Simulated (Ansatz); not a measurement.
Cells marked so need not be the phases stable at ambient conditions, and some may be hypothetical.

 Where the default PAW files enter, the runs use the earlier of Ansatz's two default sets.

The gap is the functional's own, uncorrected, and κ follows it; spin-orbit coupling is left out. Mid-gap values are interpolated between the computed energies.

A. CsCaF₃ (Pm-3m, cubic perovskite, not sure to be the ambient phase, 5 atoms a cell, 18.5 Å³ an atom), along the normal of (001)
B. CsH (Pm-3m, CsCl type, not sure to be the ambient phase, 2 atoms a cell, 27.1 Å³ an atom), along the normal of (001)
C. KHF2 (I4/mcm, not sure to be the ambient phase, 8 atoms a cell, 13.7 Å³ an atom), along the normal of (001)

Q: Rank these by mid-gap decay constant of the slowest evanescent state (highest first), as Ansatz (a quantum-chemistry and plane-wave program) with r2SCAN gives it.

A: C (0.61 1/Å), A (0.49 1/Å), B (0.27 1/Å)
